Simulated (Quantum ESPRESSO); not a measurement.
Worked example: self-consistent single point of Ag (Im-3m, 1 atom in the cell) in Quantum ESPRESSO.

Method: LDA (PZ), PSlibrary PAW (LDA) pseudopotentials (plane waves; Quantum ESPRESSO 7.5).

The change in words: lattice scaled by 0.98; pseudopotentials: {Ag: Ag.pz-n-rrkjus_psl.1.0.0.UPF} → {Ag: Ag.pz-n-kjpaw_psl.1.0.0.UPF}. Reference geometry:
```xyz
1
Lattice="-1.6639 1.6639 1.6639 1.6639 -1.6639 1.6639 1.6639 1.6639 -1.6639" Properties=species:S:1:pos:R:3 pbc="T T T"
Ag     0.0000     0.0000     0.0000
```

Reference input (self-consistent single point, DFT, LDA (PZ), plane waves, PSlibrary ultrasoft (LDA) pseudopotentials): ecutwfc = 50 Ry; ecutrho = 300 Ry; occupations = smearing; smearing = fd; degauss = 0.0073499 Ry; potentials = {Ag: Ag.pz-n-rrkjus_psl.1.0.0.UPF}; K_POINTS = automatic 10 10 10 0 0 0; conv_thr = 1e-09 Ry. This run's input differs from it in these lines:

```diff
@@ -10,3 +10,3 @@
  ibrav = 0,
- celldm(1) = 5.44622186,
+ celldm(1) = 5.33729631,
  nat = 1,
@@ -23,3 +23,3 @@
 ATOMIC_SPECIES
-Ag   107.8682  Ag.pz-n-rrkjus_psl.1.0.0.UPF
+Ag   107.8682  Ag.pz-n-kjpaw_psl.1.0.0.UPF
 ATOMIC_POSITIONS {crystal}
```

Log, with long lists cut:

```
     Self-consistent Calculation

     iteration #  1     ecut=    50.00 Ry     beta= 0.70

     Threshold (ethr) on eigenvalues was too large:
     Diagonalizing with lowered threshold

     total energy              =    -345.46334786 Ry
     estimated scf accuracy    <       0.00488837 Ry

     iteration #  2     ecut=    50.00 Ry     beta= 0.70

     total energy              =    -345.46473493 Ry
     estimated scf accuracy    <       0.00412594 Ry

     iteration #  3     ecut=    50.00 Ry     beta= 0.70

     total energy              =    -345.46551235 Ry
     estimated scf accuracy    <       0.00001254 Ry

     iteration #  4     ecut=    50.00 Ry     beta= 0.70
     c_bands:  1 eigenvalues not converged

     total energy              =    -345.46551588 Ry
     estimated scf accuracy    <       0.00000017 Ry

     iteration #  5     ecut=    50.00 Ry     beta= 0.70

     total energy              =    -345.46551595 Ry
     estimated scf accuracy    <          5.4E-09 Ry

     iteration #  6     ecut=    50.00 Ry     beta= 0.70
     End of self-consistent calculation

     the Fermi energy is    12.1892 ev

!    total energy              =    -345.46551595 Ry
     estimated scf accuracy    <          6.6E-10 Ry
     smearing contrib. (-TS)   =      -0.00149619 Ry
     internal energy E=F+TS    =    -345.46401977 Ry

     convergence has been achieved in   6 iterations

     Forces acting on atoms (cartesian axes, Ry/au):

     atom    1 type  1   force =     0.00000000    0.00000000    0.00000000

     Total force =     0.000000     Total SCF correction =     0.000000

          total   stress  (Ry/bohr**3)                   (kbar)     P=      -93.47
  -0.00063537   0.00000000  -0.00000000          -93.47        0.00       -0.00
   0.00000000  -0.00063537  -0.00000000            0.00      -93.47       -0.00
  -0.00000000  -0.00000000  -0.00063537           -0.00       -0.00      -93.47

   JOB DONE.
```

The run converged in 6 iterations. Against the reference run the pressure goes from -13.70 to -9.35 GPa. The full log also holds: “c_bands:  1 eigenvalues not converged”.

The starting cell comes from a database of computed structures (which also holds hypothetical and non-ambient phases and stackings), without a prior relaxation at this level. Its lattice was rescaled by up to half a per cent. For this run, on top of that: lattice scaled by 0.98.
